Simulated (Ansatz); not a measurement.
Input and output of a self-consistent single point for LuPd (P1, 2 atoms in the cell) (Ansatz, a program for electronic structure).

Computed with PBEsol, default PAW files made with PBE (plane waves; Ansatz).

```xyz
2
Lattice="3.4096 0.0000 0.0000 0.0000 3.4096 0.0000 0.0000 0.0000 3.4096" Properties=species:S:1:pos:R:3 pbc="T T T"
Lu     0.0114     0.0203     0.0017
Pd     1.6934     1.6846     1.7031
```

Reference input (self-consistent single point, DFT, LDA (PW92), plane waves, default PAW files made with PBE): basis.ecutwfc = 420 eV; kpoints.mp_grid.grid = 7 7 7; hamiltonian.xc = lda; hamiltonian.pseudopotentials = {kind: paw} (the program's default PAW files); scf.occupations.method = gaussian; scf.occupations.width = 0.136 eV. This run's input differs from it in these lines:

Ansatz 0.2 input:
```diff
@@ -14,3 +14,3 @@
 hamiltonian:
-  xc: lda
+  xc: pbesol
   pseudopotentials:
```

The program printed (abridged):

```
SCF iter   1: F=—  HF=-21519.940830 eV  |F-HF|=—  |Δ(HF+E_count)|=         —  Δρ=1.03e-2  dr2=5.65e-2  ethr=1.77e-3  ⟨swp⟩=5.8  Hψ=21507  notcnv=0
all-band conjugate gradients solve this SCF's bands
preconditioner: auto → Kerker (q_TF=auto, 2.766 Å⁻¹)
SCF iter   2: F=—  HF=-21519.929636 eV  |F-HF|=—  |Δ(HF+E_count)|=   1.12e-2  Δρ=3.91e-3  dr2=9.13e-3  ethr=1.31e-4  ⟨swp⟩=2.0  Hψ=9444  notcnv=0
   [... lines left out ...]
SCF iter   6: F=—  HF=-21519.927654 eV  |F-HF|=—  |Δ(HF+E_count)|=   7.57e-6  Δρ=8.66e-5  dr2=3.73e-6  ethr=7.54e-8  ⟨swp⟩=2.9  Hψ=9948  notcnv=0
SCF iter   7: F=—  HF=-21519.927653 eV  |F-HF|=—  |Δ(HF+E_count)|=   1.02e-6  Δρ=1.94e-5  dr2=1.77e-7  ethr=8.68e-9  ⟨swp⟩=2.0  Hψ=7703  notcnv=0
SCF iter   8: F=—  HF=-21519.927653 eV  |F-HF|=—  |Δ(HF+E_count)|=   1.48e-7  Δρ=4.77e-6  dr2=6.19e-9  ethr=2.33e-10  ⟨swp⟩=10.0  Hψ=28601  notcnv=0
SCF iter   9: F=-21519.927653 eV  HF=-21519.927653 eV  |F-HF|=2.55e-10  |Δ(HF+E_count)|=   3.84e-8  Δρ=1.05e-6  dr2=2.66e-10  ethr=1.44e-11  ⟨swp⟩=6.1  Hψ=20323  notcnv=0
SCF 1 converged in 9 iterations: F = -21519.927653 eV  dr2 = 2.66e-10
Free energy (F): -21519.927653 eV
Internal energy: -21519.906568 eV  (E = F + TS)
E sigma→0 (E₀):  -21519.917110 eV
Entropy (-TS):   -0.021084 eV (-10.542 meV/atom)
Fermi energy:    17.721975 eV
--- Forces (eV/Å), atoms counted from 1 ---
  atom   1  Lu    -0.06673625    -0.11839752    -0.01009427
  atom   2  Pd     0.06673397     0.11839391     0.01009398
--- Stress (GPa, compression-positive) ---
       -1.332977       0.036267       0.003102
        0.036267      -1.355034       0.005491
        0.003102       0.005492      -1.322958
  P = ⅓ Tr σ = -1.3370 GPa (-13.370 kbar)
  The stress holds the Pulay correction. Without it, at fixed plane waves, as pw.x and ABINIT print it: P = -1.3907 GPa
```

The run converged in 9 iterations. Against the reference run the pressure goes from -5.36 to -1.34 GPa and the largest force goes from 0.116 to 0.136 eV/Å.

The starting cell comes from a database of computed structures (which also holds hypothetical and non-ambient phases and stackings), without a prior relaxation at this level. Its atoms were displaced at random from the sites of space group no. 221. Spin polarisation is off. Ansatz's pressure includes its estimate of the finite-basis (Pulay) stress.
